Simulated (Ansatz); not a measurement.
We consider LaN (P4/nmm, No. 129, 4 atoms in the cell; start mp-1018049; a measured phase of this formula has another space group), described by LDA (PAW; Ansatz, an electronic-structure program).

Run with plane-wave cutoff 520 eV, 8×8×10 k mesh (along the axes of the cell as run), Fermi–Dirac smearing 0.01 eV, scalar-relativistic PAW data made under PBE.

Cell (relaxed with PBEsol):

```
CELL_PARAMETERS angstrom
      4.38966     0.00000     0.00000
      0.00000     4.38966     0.00000
      0.00000     0.00000     3.61243
ATOMIC_POSITIONS crystal
  La 0.50000 0.00000 0.27757
  La 0.00000 0.50000 0.72243
  N  0.50000 0.50000 0.00000
  N  0.00000 0.00000 0.00000
```

Problem. What does this level give for the band gap and smallest direct gap on the k points sampled?

Solution. 
band gap: 1.33 eV
smallest direct gap on the k points sampled: 1.61 eV

Note: cell and atoms aren't relaxed at this level (largest force component 0.09 eV/Å, pressure -2.8 GPa).

Spin–orbit coupling is not included.

The computed numbers hold no vibrational or temperature effects.

It cost very roughly 22 core-seconds of CPU time.

A start named mp-… is a Materials Project structure, which need not be a measured phase.
